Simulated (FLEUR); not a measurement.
FLEUR is run on WC (P-6m2, 2 atoms in the cell), and the run fails. The aim is a self-consistent single point with DFT, PBE, all-electron FLAPW (FLEUR), scalar-relativistic valence.

Cell that was meant: a = 2.9166 Å, b = 2.9166 Å, c = 2.8394 Å, α = 90.00°, β = 90.00°, γ = 120.00°.

Part of the input:

```xml
   </comment>
   <calculationSetup>
      <cutoffs Kmax="4.3" Gmax="15.0" GmaxXC="15.0" numbands="0"/>
      <scfLoop itmax="3" minDistance="0.00001" maxIterBroyd="15" imix="Anderson" alpha="0.05" precondParam="0.0" spinf="2.0"/>
      <coreElectrons ctail="T" frcor="F" kcrel="0" coretail_lmax="0"/>
      <xcFunctional name="pbe" relativisticCorrections="F"/>
      <magnetism jspins="1"/>
```

The program printed (abridged):

```
 Iteration:     1   Distance:      26.01063972 me/bohr^3
 Iteration:     2   Distance:      22.24203018 me/bohr^3
 Iteration:     3   Distance:       9.35251531 me/bohr^3
 Run finished successfully
 Stop message:
   all done

[file out, last iteration]
             iter=      3
[...]
          total density-effective poten   -2.8157687595E+04
          total charge density-energy d   -3.3082837462E+02
 Updated energy parameters for spin:           1
[...]
 fermi energy and band-weighting factors:

[...]
FERMIE:
   [... lines left out ...]
          first approx. to ef    (T=0)  :   0.580702 htr   (energy of the highest occ. eigenvalue)
          total moment                 =     0.00000
 Direct bandgap for spin            1 :    2.9633571654586577E-002  Htr
   [... lines left out ...]
 ---->    (input%tkb*entropy) TS=              0.0000000000 htr
 ---->    free energy=                    -16204.2606106154 htr
      extrapolation for T->0
 ---->    total electron energy=          -16204.2606106154 htr
 ***** TOTAL FORCES ON ATOMS *****
 TOTAL FORCE FOR ATOM TYPE=  1  X=  0.000   Y=  0.000   Z=  0.000
                       FX_TOT= 0.000000 FY_TOT= 0.000000 FZ_TOT= 0.000000
 TOTAL FORCE FOR ATOM TYPE=  2  X= -2.756   Y=  1.591   Z=  2.683
                       FX_TOT= 0.000000 FY_TOT= 0.000000 FZ_TOT= 0.000000
No new postions, force convergence required= 0.00001; max force distance= 0.00000
---->    distance of charge densities for spin  1                 it=    3:     9.352515 me/bohr**3
GENERALIZED ANDERSON MIXING: alpha=   0.05000 History-length=2
     ******* it=  3  is completed********
```

**Question.** Diagnose the run.

**Answer.** The fault is an iteration limit that is too low. The loop is cut before its threshold is met, so whatever is printed at the end is not self-consistent. To fix it, raise the limit, or leave it to the default. The run ended unconverged after 3 iterations.

The sound input it was made from differs as follows (other fixes are possible):
```diff
-      <scfLoop itmax="3" minDistance="0.00001" maxIterBroyd="15" imix="Anderson" alpha="0.05" precondParam="0.0" spinf="2.0"/>
+      <scfLoop itmax="100" minDistance="0.00001" maxIterBroyd="15" imix="Anderson" alpha="0.05" precondParam="0.0" spinf="2.0"/>
```

With that input, the run converged in 15 iterations: total energy -440940.2888 eV; Fermi level (on the code's own zero) 16.41 eV (DFT, PBE, all-electron FLAPW (FLEUR), scalar-relativistic valence).

On the sound input: the starting cell comes from a database of computed structures (which also holds hypothetical and non-ambient phases and stackings), without a prior relaxation at this level. Spin-orbit coupling is off. Spin polarisation is off. Values depend on the basis (sphere radii, cutoffs, local orbitals), which need not be converged. The log's line on a gap gives a spacing of levels on this mesh, which the program prints for metals too.
